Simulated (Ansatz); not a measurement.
How the bulk modulus of WRe (model structure, started from the CsCl type, Pm-3m, No. 221, 2 atoms in the cell) moves with the method

No measured value is used here.

```csv
level (code),value (GPa),cell (Å³/atom)
LDA (Ansatz),368,14.91
PBE (Ansatz),331,15.58
PBEsol (Ansatz),355,15.16
r²SCAN (Ansatz),352,15.34
```

Density-functional levels without +SOC have no spin–orbit coupling. LDA, PBE, PBEsol, r²SCAN: the run has no spin polarisation, so it can have missed a magnetic state. LDA, PBE, PBEsol, r²SCAN: the bulk modulus is −V dP/dV from two relaxed cells at ±2 % in volume. Each level is taken at its own relaxed cell. Cutoffs differ between the levels. Ansatz's density-functional and Hartree–Fock values are scalar-relativistic unless marked +SOC, with PAW data made under PBE.

A model structure was made by putting elements into a prototype or built by hand; it is no filed structure, need not be a known phase, and can be a saddle point held by its symmetry.

Ansatz is an electronic-structure program.
